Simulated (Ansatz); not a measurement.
The decay constant κ of evanescent states in the gap governs leakage through a thin film.

Given:

```yaml
crystal:
  lattice:
    - [4.91656, 0.00000, 0.00000]
    - [0.00000, 5.43163, 0.00000]
    - [2.45828, 0.00000, 4.25787]
  atoms:
    - { symbol: Si, position: [0.53120, 0.66667, 0.00000] }
    - { symbol: Si, position: [0.46880, 0.00000, 0.53120] }
    - { symbol: Si, position: [0.00000, 0.33333, 0.46880] }
    - { symbol: O, position: [0.26856, 0.45218, 0.14454] }
    - { symbol: O, position: [0.58690, 0.78551, 0.26856] }
    - { symbol: O, position: [0.14454, 0.11885, 0.58690] }
    - { symbol: O, position: [0.85546, 0.54782, 0.73144] }
    - { symbol: O, position: [0.73144, 0.21449, 0.41310] }
    - { symbol: O, position: [0.41310, 0.88115, 0.85546] }
```

Space group of this cell: P3_221. The cell is taken as given.

Transport runs along the normal of the first two printed cell vectors, the (100) plane of the conventional cell.

The gap is the functional's own, uncorrected, and κ follows it; spin-orbit coupling is left out. Mid-gap values are interpolated between the computed energies.

State the band gap and the smallest decay constant κ at mid-gap according to r2SCAN run with Ansatz (an electronic-structure program).

Gap 6.60 eV on a 8×6×8 mesh; κ = 0.508 1/Å, at the zone centre.
